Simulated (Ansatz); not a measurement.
# P on a Al site (surface) in a 2x2 cell of the 1x1 (0001) surface of corundum (cut with top plane Al)

Host crystal: corundum, with a band gap (PBE, scalar-relativistic without spin-orbit coupling).

All values below come from PBE (plane waves to 420 eV, PAW; Ansatz, an electronic-structure program).

Slab: 80 atoms, 6.7 Å thick at the start (thin: gaps and levels are the slab's own); k 3x3x1, smearing 0.01 eV, dipole-corrected; 16 atoms held, the rest relaxed; held to the start's symmetry, so lower structures may exist; no spin, no spin-orbit, no U.

| Item | Value |
|---|---|
| formation energy against fcc Al, black phosphorus | 1.79 eV |
| gap of the slab on its k-mesh | 3.54 eV |
| highest filled level below the top vacuum level | 5.73 eV |
| change of the step from the bottom to the top vacuum level, against the clean slab | 0.45 eV |
| energy released by relaxation | 3.84 eV |
| largest move of a host atom | 0.60 Å |
